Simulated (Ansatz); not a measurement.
The starting structures come from a database of crystals and need not be the phases stable at ambient conditions.

 Where the default PAW files enter, the runs use the earlier of Ansatz's two default sets.

Data:

```
AlScCO
1.0
    3.24091     0.00000     0.00000
    0.00000    10.17230     0.00000
    1.62046     0.00000     2.80671
Sc Al C O
2 2 2 2
Direct
  0.66667   0.19614   0.66667
  0.33333   0.69614   0.33333
  0.00000   0.47956   0.00000
  0.00000   0.97956   0.00000
  0.33333   0.05775   0.33333
  0.66667   0.55775   0.66667
  0.00000   0.30324   0.00000
  0.00000   0.80324   0.00000
```

Space group of this cell: P6_3mc. The cell is taken as given; by r2SCAN its mean pressure is 0.6 GPa.

Transport runs along the normal of the first two printed cell vectors, the (100) plane of the conventional cell.

No gap correction and no spin-orbit coupling; mid-gap values are interpolated between computed energies.

Question: Predict the band gap and the smallest decay constant κ at mid-gap from r2SCAN (Ansatz, a program for electronic structure).

Answer: Gap 1.50 eV on a 10×4×10 mesh; κ = 0.211 1/Å, at (0.500, 0.000) of the in-plane reciprocal vectors. At the zone centre, at the nearest computed energy, the slowest state has κ = 0.22 1/Å.
